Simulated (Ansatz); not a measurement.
Coverage and cell size: S on the 1x1 (111) surface of fcc Ir, one adsorbate a cell, in each cell the lowest of the starts that converged. Energies against ⅛ S8(g), without dispersion, zero-point or thermal terms; small cells hold the layer to their symmetry. A negative adsorption energy means that the adsorbate is more stable on the surface than in its reference.

Level of theory: PBE (plane waves to 420 eV, PAW; Ansatz, a first-principles code).

```
area an adsorbate, end state  atoms  E_ads (eV)  height (Å)  Δ work function (eV)                             rough cost
----------------------------  -----  ----------  ----------  --------------------  -------------------------------------
6 Å², bonded to Ir                5       -0.47        2.22                   [?]         around 90 core-seconds (rough)
13 Å², bonded to 3 Ir             9       -1.43        1.69                   [?]  about 5 core-minutes (a rough figure)
26 Å², bonded to 3 Ir            17       -2.11        1.67                 -0.42         around 10 core-minutes (rough)
```

Question: Complete the blanks.

Answer: 
- 6 Å², bonded to Ir, Δ work function (eV): -0.79
- 13 Å², bonded to 3 Ir, Δ work function (eV): -0.83
